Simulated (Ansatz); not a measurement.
Crystal: SiO₂ (P3_221, 9 atoms a cell, 12.6 Å³ an atom); both levels run on this one cell.

Complex bands along the normal of (001) by Ansatz (plane waves, PAW, no spin-orbit coupling). r2SCAN gives a gap of 6.60 eV and a slowest mid-gap decay of 0.515 1/Å.

Problem. What does PBE give on the same cell, and what does that do to the current through 2 nm?

Solution. Gap 5.95 eV, κ = 0.494 1/Å. The mid-gap transmission through 2 nm changes by exp(2 × 20 × (0.515 − 0.494)) = a factor of 2.3 against r2SCAN.

Ansatz is an electronic-structure program.
